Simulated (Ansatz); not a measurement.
Cost and result by functional for the surface energy of the (11-21) surface of hcp Tl in its 1x1 cell, outermost plane spacing 0.85 Å in the ideal cut, in Ansatz (plane waves, PAW). Single points on the PBE structure, on one kind of machine; costs are rough ratios of the slab run's core time (references not counted) to the cheapest single point. r2SCAN's cost holds its higher cutoff (500 against 420 eV). Differences are taken against r2SCAN for comparison alone: no measured value is at hand, so the table doesn't rank accuracy.

Model: 13-atom slab, 10.2 Å thick at the start (thin: gaps and levels are the slab's own), 7x7x1 mesh, Fermi-Dirac 0.1 eV, dipole correction, all atoms relaxed; held to the start's symmetry, so lower structures may exist; no spin, no spin-orbit, no U. These notes are the PBE run's.

| functional | relative cost | surface energy (J/m²) | less r2SCAN (J/m²) |
|---|---|---|---|
| LDA | 1 | 0.46 | 0.09 |
| PBEsol | 1 | 0.40 | 0.03 |
| RPBE | 1 | 0.20 | -0.18 |
| r2SCAN | 3 | 0.37 | 0.00 |
| PBE (the relaxed run's value) | – | 0.30 | -0.08 |

The values span 0.27 J/m², while the single points' costs differ by a factor of roughly 3. Differences are of unrounded values.

Ansatz is a program for electronic structure.
